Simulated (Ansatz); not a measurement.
Take Ga₂Pt (space group Fm-3m, No. 225) as the base.

```yaml
crystal:
  lattice:
    - [0.00000, 2.96044, 2.96044]
    - [2.96044, 0.00000, 2.96044]
    - [2.96044, 2.96044, 0.00000]
  atoms:
    - { symbol: Ga, position: [0.75000, 0.75000, 0.75000] }
    - { symbol: Ga, position: [0.25000, 0.25000, 0.25000] }
    - { symbol: Pt, position: [0.00000, 0.00000, 0.00000] }
```

Levels (all Ansatz, a program for electronic structure, PAW): PBEsol (420 eV, no SOC); PBEsol+SOC (420 eV, noncollinear with spin-orbit coupling).

The geometry is relaxed with PBEsol.

```
Quantity           Value
---------------  -------
PBEsol pressure  0.0 GPa
```

Task: What does PBEsol+SOC give at this geometry for the pressure?

Result: The pressure goes from zero to -0.4 GPa.

Single points use the geometry relaxed with PBEsol. Differences between runs with and without spin-orbit coupling are approximate. No phonon test of stability was made. The runs without spin-orbit coupling are not spin-polarised.
